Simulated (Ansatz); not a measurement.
# Effect of Al vacancy on AlN

Start from a 24-atom supercell of AlN in the wurtzite structure (space group P6_3mc, No. 186; a = 3.114 Å, c = 4.983 Å) at its relaxed geometry.

It is then changed as follows: one Al atom is removed, atoms relaxed at fixed cell, starting from a slightly rattled geometry.

Level of theory: Ansatz (an electronic-structure program) PBEsol, no spin-orbit coupling, earlier PAW set. Γ-centred 4×4×5 mesh, Fermi–Dirac width 0.01 eV.

The gap of the supercell decreases by 4.03 eV to 0.07 eV and the total moment of the cell amounts to 3.0 μB. The largest displacement of a host atom from its site in the perfect cell comes out as 0.21 Å and the mean distance from the defect site to its nearest host atoms increases by 0.20 Å, from 1.89 Å to 2.09 Å.

The magnetic state is the one reached from the starting moments; the real material's order can differ, and small cells can't hold many antiferromagnetic ones. In so small a cell the defect repeats every few ångströms: this is an ordered compound, not a dilute defect. The defect cell is spin-polarised and ends with 3.0 μB.
